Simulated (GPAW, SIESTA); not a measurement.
A SIESTA input for a self-consistent single point of ZrS2 (P-3m1, 3 atoms in the cell) (DFT, GGA PBE, numerical atomic orbitals DZP, PseudoDojo PBE standard norm-conserving potentials (rewritten from UPF to PSML)):

```
# files in the folder: Zr.psml S.psml (PseudoDojo PBE standard)
SystemName  ZrS2
SystemLabel zrs2

NumberOfAtoms                3
NumberOfSpecies              2
%block ChemicalSpeciesLabel
  1 40 Zr
  2 16 S
%endblock ChemicalSpeciesLabel
LatticeConstant              3.764838 Ang
%block LatticeVectors
     1.000000000    0.000000000    0.000000000
    -0.500000000    0.866025577    0.000000000
     0.000000000    0.000000000    1.636537083
%endblock LatticeVectors
AtomicCoordinatesFormat      Ang
%block AtomicCoordinatesAndAtomicSpecies
     0.000000000    0.000000000    0.000000000  1
     1.882420882    1.086814247    4.695462831  2
    -0.000001882    2.173631753    1.465834169  2
%endblock AtomicCoordinatesAndAtomicSpecies

XC.functional                GGA
XC.authors                   PBE
PAO.BasisSize                DZP
PAO.EnergyShift              0.005 Ry
MeshCutoff                   300 Ry
%block kgrid.MonkhorstPack
    8   0   0  0.0
    0   8   0  0.0
    0   0   5  0.0
%endblock kgrid.MonkhorstPack
OccupationFunction           FD
ElectronicTemperature        10 K

MaxSCFIterations             150
SCF.Mixer.Method             Pulay
SCF.Mixer.Weight             0.2
SCF.Mixer.History            8
SCF.DM.Tolerance             1.0E-05
Diag.ParallelOverK           true
WriteForces                  true
```

Q: Give the GPAW input for the same structure, mesh, smearing and functional.

A: One input that does it (others would too):

```python
from ase import Atoms
from ase.units import GPa
from gpaw import GPAW, PW, FermiDirac

atoms = Atoms(['Zr', 'S', 'S'],
              cell=[[3.764838, 0.000000, 0.000000],
                    [-1.882419, 3.260446, 0.000000],
                    [0.000000, 0.000000, 6.161297]],
              scaled_positions=[[0.000000, 0.000000, 0.000000],
                                [0.666667, 0.333333, 0.762090],
                                [0.333333, 0.666667, 0.237910]],
              pbc=True)

calc = GPAW(mode=PW(550),
            xc='PBE',
            kpts={'size': (8, 8, 5), 'gamma': True},
            occupations=FermiDirac(0.0),
            nbands=-6,
            convergence={'forces': 0.001, 'bands': -4},
            symmetry={'symmorphic': False, 'tolerance': 0.0005},
            maxiter=120,
            txt='-')

atoms.calc = calc

energy = atoms.get_potential_energy()
print('Energy (eV):', round(energy, 6))
forces = atoms.get_forces()
print('Forces (eV/Ang):')
print(forces.round(5))
stress = atoms.get_stress()
print('Stress (GPa, Voigt):', (stress / GPa).round(4))
```

Basis, cutoffs, solver keys and any potentials are the target program's own. This input uses DFT PBE, plane waves, GPAW PAW datasets PBE (gpaw-data 1.0.1).

The starting cell comes from a database of computed structures (which also holds hypothetical and non-ambient phases and stackings), without a prior relaxation at this level. Its lattice was rescaled by a random factor within 2.5 % of one.
